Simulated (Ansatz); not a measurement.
Base system: HgSe in the zinc blende structure (space group F-43m, No. 216; a = 6.063 Å). Axes: x, y, z lie along the cube axes.

Computed with LDA, PAW, 420 eV (Ansatz, a first-principles code; no spin-orbit coupling).

Base values:

Shortest interatomic distance: 2.625 Å

Perturbation: biaxial strain +1.50 %, plane normal [001], relaxed out of plane (Cartesian); in-plane vectors clamped, the third vector and the atoms free.

Task: What happens to the energy relative to the base and shortest interatomic distance?

Result: The energy goes up by 1.5 meV/atom; the shortest interatomic distance goes up by 0.006 Å, from 2.625 Å to 2.631 Å.

Whether these cells are dynamically stable was not tested. The final runs are not spin-polarised.
